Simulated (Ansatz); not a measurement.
The reference is ZrTaC₂ (space group R-3m, No. 166; a = 3.2080 Å, c = 15.8075 Å (hexagonal axes); a cell from a computed database, its experimental status unchecked).

Method: PBEsol (Ansatz, an electronic-structure program, PAW, without spin-orbit coupling).

For the base:

The lattice parameter a is 3.208 Å and the c/a ratio comes out as 4.927.

The change: a hydrostatic pressure of 0.7 GPa.

Estimate the effect on the lattice parameter a and c/a ratio.

The lattice parameter a shrinks by 0.003 Å to 3.205 Å; the c/a ratio is still 4.927.

Load acts through the strain it causes; cell and atoms are relaxed under it. Stability against distortions was not tested. The final runs are not spin-polarised. An odd electron count without spin: ZrTaC2.
